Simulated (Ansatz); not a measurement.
What a tighter setting buys: vacuum between outermost atoms (Å), a (001) slab of Re (cut from a parent of space group no. 194; 4 atoms in the cell)

```yaml
crystal:
  lattice:
    - [2.73713, 0.00000, 0.00000]
    - [-1.36857, 2.37043, 0.00000]
    - [0.00000, 0.00000, 22.71030]
  atoms:
    - { symbol: Re, position: [0.33333, 0.66667, 0.35226] }
    - { symbol: Re, position: [0.66667, 0.33333, 0.45075] }
    - { symbol: Re, position: [0.33333, 0.66667, 0.54924] }
    - { symbol: Re, position: [0.66667, 0.33333, 0.64774] }
```

Method: PBEsol, default PAW files made with PBE (plane waves; Ansatz, a first-principles code).

Base settings: kpoints.mp_grid.grid = 9 9 1; hamiltonian.xc = pbesol; hamiltonian.pseudopotentials = {kind: paw} (the program's default PAW files); scf.occupations.method = fermi_dirac; scf.occupations.width = 0.05 eV.

Misses are taken against the tightest run, 28.0, which need not be fully converged itself. The energy is the free energy per atom.

The count of work is k-points × plane waves × bands × iterations; it is no time, and leaves out set-up, grids and terms that scale otherwise. 

The starting cell comes from a database of computed structures (which also holds hypothetical and non-ambient phases and stackings), without a prior relaxation at this level. The slab is cut from that crystal, and its faces are unrelaxed. Its lattice was rescaled in the plane by a random factor within 2.5 % of one. Spin polarisation is off. In the base run, forces exceed 1 eV/Å.

```tsv
vacuum between outermost atoms (Å)	energy less reference (meV/atom)	largest difference in the force on any atom (eV/Å)	count of work / reference
3.0	-365.40	1.976	0.28
4.0	-101.01	0.668	0.35
5.0	-18.33	0.081	0.38
6.0	-3.15	0.018	0.36
8.0	-0.21	0.002	0.49
10.0	-0.04	0.000	0.55
12.0	-0.01	0.000	0.61
15.0	0.00	0.000	0.62
16.0	0.00	0.000	0.65
18.0	-0.02	0.000	0.71
22.0	-0.02	0.000	0.82
28.0	0.00	0.000	1.0
```

Coarsest setting among those run that, with all tighter ones, holds the energy within 20 meV/atom of the reference: 5.0, off by 18 meV/atom; it needs 0.38 of the reference's count of work.

Coarsest setting among those run that, with all tighter ones, holds the energy within 1 meV/atom of the reference: 8.0, off by 0.21 meV/atom; its saving against the reference is no more than about a factor of 2 in the count of work.

The step from 3.0 to 18.0: it takes the miss in the energy from 370 to 0.02 meV/atom, for 2.5 times the count of work.

Keys are those of Ansatz 0.2.
